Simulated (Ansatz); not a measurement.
Results of r²SCAN in Ansatz (plane waves, PAW) for Ge (model structure, started from the C6 type, Im-3m, No. 229, 6 atoms in the cell).

Settings: plane-wave cutoff 560 eV, 12×12×12 k mesh, Fermi–Dirac smearing 0.05 eV, scalar-relativistic PAW data made under PBE.

Cell (relaxed with PBEsol):

```cif
data_Ge6
_chemical_formula_sum 'Ge6'
_space_group_name_H-M_alt 'P 1'
_space_group_IT_number 1
_cell_length_a 6.06627
_cell_length_b 6.06627
_cell_length_c 6.06627
_cell_angle_alpha 109.471
_cell_angle_beta 109.471
_cell_angle_gamma 109.471
loop_
_space_group_symop_operation_xyz
  'x, y, z'
loop_
_atom_site_label
_atom_site_type_symbol
_atom_site_fract_x
_atom_site_fract_y
_atom_site_fract_z
_atom_site_occupancy
Ge1 Ge 0.50000 0.75000 0.25000 1
Ge2 Ge 0.25000 0.50000 0.75000 1
Ge3 Ge 0.75000 0.50000 0.25000 1
Ge4 Ge 0.50000 0.25000 0.75000 1
Ge5 Ge 0.25000 0.75000 0.50000 1
Ge6 Ge 0.75000 0.25000 0.50000 1
```

Task: Estimate the band gap and direct gap at Γ that the calculation returns.

Result: 
band gap: 0.17 eV (on the SCF k mesh)
direct gap at Γ: 4.25 eV

Note: the relaxation could raise the start's symmetry but not lower it, so the cell can be a saddle point.

Spin–orbit coupling is not included.

Static lattice: no zero-point or thermal effects.

A model structure was made by putting elements into a prototype or built by hand; it is no filed structure, need not be a known phase, and can be a saddle point held by its symmetry.

Ansatz is a quantum-chemistry and plane-wave program.
